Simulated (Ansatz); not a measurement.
# Ansatz run on a sheet of TiTe2 (3 atoms in the cell): self-consistent single point

Level of theory: PBEsol, default PAW files made with PBE (plane waves; Ansatz, a quantum-chemistry and plane-wave program).

This input was run:

Ansatz 0.2 input:
```yaml
# TiTe2
crystal:
  lattice:
    - [3.899635, 0.000000, 0.000000]
    - [-1.949818, 3.377183, 0.000000]
    - [0.000000, 0.000000, 17.170630]
  atoms:
    - { symbol: Ti, position: [0.000000, 0.000000, 0.500000] }
    - { symbol: Te, position: [0.333333, 0.666667, 0.592327] }
    - { symbol: Te, position: [0.666667, 0.333333, 0.407673] }
kpoints:
  mp_grid: { grid: [7, 7, 1] }
hamiltonian:
  xc: pbesol
  pseudopotentials: { kind: paw }
scf:
  occupations: { method: methfessel_paxton, width: 0.272 eV }
output:
  forces: true
  eigenvalues: true
  stress: true
```

Log, with long lists cut:

```
WARN the atoms were moved onto the symmetric positions of the space group found under crystal.symmetry.tolerance 1.0e-5 (fractional …
WARN basis.ecutwfc = 420 eV, the default
WARN ansatz: RAYON_NUM_THREADS=1 ignored (pool sized by the plan → 1); use --threads N
Pseudopotentials: kind: paw
Pseudopotential: Ti, paw, valence charge 12
Pseudopotential: Te, paw, valence charge 16
Crystal: 3 atoms, lattice volume = 226.133 Å³
Basis set: ecut = 420 eV, 4485 PW (Γ), exchange–correlation on 54×54×240 points (8 copies of the dense FFT grid, shifted against one another)
Bands: 27, of which v1, the nominal top of the filled ones, is band 22 counted from 1 (21 counted from 0)
Symmetry: 12 space group operations
Space group: P-3m1 (ITA 164), of the structure as read, at distance tolerance 6.1e-5 Å
k-points: 8 of 49
PAW frozen core: Ti, regenerated for the run's functional, and the local potential with it
PAW frozen core: Te, regenerated for the run's functional, and the local potential with it
Initial density: superposition of atomic densities (neutral atoms: chi_scale 0, normalization atom), corrected by the library's trained network
Initial wavefunctions: pseudopotential atomic-orbital guess
Eigensolver: davidson
Functional: x = pbesol(κ = 0.804, μ = 0.12345679012345678), c = pbesol(β = 0.046)
SCF iter   1: F=—  HF=-16278.763093 eV  |F-HF|=—  |Δ(HF+E_count)|=         —  Δρ=5.67e-3  dr2=1.26e-1  ethr=1.77e-3  ⟨swp⟩=7.6  Hψ=1018  notcnv=0
all-band conjugate gradients solve this SCF's bands
preconditioner: auto → LDOS
SCF iter   2: F=—  HF=-16278.808090 eV  |F-HF|=—  |Δ(HF+E_count)|=   4.50e-2  S|Δr|=    0.00e0  Δρ=1.20e-2  dr2=6.66e-1  ethr=2.86e-4  ⟨swp⟩=2.2  Hψ=432  notcnv=0  recentre
SCF iter   3: F=—  HF=-16278.749566 eV  |F-HF|=—  |Δ(HF+E_count)|=   5.85e-2  S|Δr|=    0.00e0  Δρ=2.15e-3  dr2=1.78e-2  ethr=2.86e-4  ⟨swp⟩=2.0  Hψ=344  notcnv=0
SCF iter   4: F=—  HF=-16278.747873 eV  |F-HF|=—  |Δ(HF+E_count)|=   1.69e-3  S|Δr|=    0.00e0  Δρ=3.44e-4  dr2=3.06e-4  ethr=4.04e-5  ⟨swp⟩=2.1  Hψ=285  notcnv=0
SCF iter   5: F=—  HF=-16278.747748 eV  |F-HF|=—  |Δ(HF+E_count)|=   1.25e-4  S|Δr|=    0.00e0  Δρ=8.96e-5  dr2=1.23e-5  ethr=6.95e-7  ⟨swp⟩=2.6  Hψ=407  notcnv=0
SCF iter   6: F=—  HF=-16278.747739 eV  |F-HF|=—  |Δ(HF+E_count)|=   9.00e-6  S|Δr|=    0.00e0  Δρ=2.84e-5  dr2=2.46e-6  ethr=2.79e-8  ⟨swp⟩=2.1  Hψ=393  notcnv=0
SCF iter   7: F=—  HF=-16278.747740 eV  |F-HF|=—  |Δ(HF+E_count)|=   4.61e-7  S|Δr|=    0.00e0  Δρ=7.53e-6  dr2=2.42e-7  ethr=5.58e-9  ⟨swp⟩=2.1  Hψ=385  notcnv=0
SCF iter   8: F=-16278.747740 eV  HF=-16278.747740 eV  |F-HF|=6.78e-9  |Δ(HF+E_count)|=   1.27e-7  S|Δr|=    0.00e0  Δρ=2.37e-6  dr2=1.10e-8  ethr=2.27e-10  ⟨swp⟩=6.5  Hψ=919  notcnv=0
SCF 1 converged in 8 iterations: F = -16278.747740 eV  dr2 = 1.10e-8
SCF converged after 8 iterations
Stability not checked (fill_not_monotonic)
Free energy (F): -16278.747740 eV
Harris-Foulkes:  -16278.747740 eV  (|F-HF|=6.78e-9)
Internal energy: -16278.762500 eV  (E = F + TS)
E sigma→0 (E₀):  -16278.751430 eV
Entropy (-TS):   0.014760 eV (4.920 meV/atom)
Fermi energy:    0.263197 eV
--- Per-component energies (eV) ---
  E_band       = -1099.599778
  E_kinetic    = 633.052773
  E_local      = -22432.576676  (includes V_loc(G=0)·N_el)
  E_nonlocal   = -606.056472
  E_hartree    = 11283.439768
  E_xc         = -343.316288
  E_vxc        = -329.641196  (∫ρ·V_xc dr)
  E_paw        = -10192.132805  (= ΣΔE_a)
  E_vpaw       = -931.264985  (= ΣTr[D̂ρ^β])
  E_aug_tail   = -0.000276  (compensation charges beyond the density's cutoff)
  E_ewald      = 5377.938461
  E_core_change = 0.889015  (= ΣΔE_core)
  E_smearing   = 0.014760  (= −TS)
  E_closure    = 0.000000  (closes the sum)
  Σ components = -16278.747740   (vs F -16278.747740, Δ=0.00e0)
--- Forces (eV/Å), atoms counted from 1 ---
  atom   1  Ti     0.00000000     0.00000000     0.00000000
  atom   2  Te    -0.00000000     0.00000000     0.43704195
  atom   3  Te    -0.00000000    -0.00000000    -0.43704195
  max |Σ_I F_I| component: 5.55e-17 eV/Å
--- Stress (GPa, compression-positive) ---
       -1.199817      -0.000000      -0.000000
       -0.000000      -1.199817       0.000000
       -0.000000       0.000000       0.981725
  P = ⅓ Tr σ = -0.4726 GPa (-4.726 kbar)
  The stress holds the Pulay correction. Without it, at fixed plane waves, as pw.x and ABINIT print it: P = -0.4815 GPa
--- Band table (eV; the first three rows and the last of 8) ---
  k-point 0: bands = ["-57.1100", "-35.9553", "-35.9553", "-35.9474", "-35.9474", "-35.9114", "-35.9114", "-35.9107", "-35.9107", "-35.8918", "-35.8917", "-33.4473", "-33.4441", "-33.4441", "-11.6523", "-10.5270", "-3.6773", "-1.7230", "-1.7230", [...]
  k-point 1: bands = ["-57.1097", "-35.9538", "-35.9538", "-35.9485", "-35.9463", "-35.9134", "-35.9132", "-35.9097", "-35.9094", "-35.8912", "-35.8908", "-33.4521", "-33.4454", "-33.4440", "-11.4541", "-10.4330", "-3.4608", "-2.2978", "-1.6746", [...]
  k-point 2: bands = ["-57.1089", "-35.9513", "-35.9503", "-35.9502", "-35.9440", "-35.9153", "-35.9152", "-35.9100", "-35.9085", "-35.8897", "-35.8891", "-33.4699", "-33.4484", "-33.4367", "-10.9302", "-10.2146", "-3.2356", "-2.9898", "-2.3102", [...]
  k-point 7: bands = ["-57.1081", "-35.9521", "-35.9465", "-35.9451", "-35.9442", "-35.9162", "-35.9142", "-35.9118", "-35.9107", "-35.8878", "-35.8875", "-33.4764", "-33.4647", "-33.4288", "-10.1211", "-9.9907", "-3.7061", "-3.3854", "-2.8811", [...]
```

The run converged in 8 iterations.

The starting cell was generated: these elements placed on a structure prototype, without a prior relaxation; it need not be a known phase or ordering of this composition. Spin-orbit coupling is off. Spin polarisation is off, so a magnetic state, if there is one, cannot be reached.
